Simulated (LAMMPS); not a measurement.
Consider NiAl (CsCl type), 1024 atoms, at 1140 K and 0 GPa, heated as the crystal in molecular dynamics.

Model: classical MD, pair style meam, file MoCoNiVFeAlCr_2nn.meam; code LAMMPS.

Starting crystal:

```cif
data_AlNi
_chemical_formula_sum 'Al1 Ni1'
_space_group_name_H-M_alt 'Pm-3m'
_space_group_IT_number 221
_space_group_name_Hall '-P 4 2 3'
_cell_length_a 2.89000
_cell_length_b 2.89000
_cell_length_c 2.89000
_cell_angle_alpha 90.000
_cell_angle_beta 90.000
_cell_angle_gamma 90.000
loop_
_atom_site_label
_atom_site_type_symbol
_atom_site_symmetry_multiplicity
_atom_site_Wyckoff_symbol
_atom_site_fract_x
_atom_site_fract_y
_atom_site_fract_z
_atom_site_occupancy
Al1 Al 1 b 0.50000 0.50000 0.50000 1
Ni1 Ni 1 a 0.00000 0.00000 0.00000 1
```

Task: What does the simulation give for the mean frequency of the velocity spectrum, the coordination number of Ni by Ni, the most common Al-Al-Ni angle?

Result: mean frequency of the velocity spectrum: 7.2 THz; coordination number of Ni by Ni: 6.01 (counted to 3.54 Å); most common Al-Al-Ni angle: in the 3° bin centred on 55.5° (mean of all 90°).
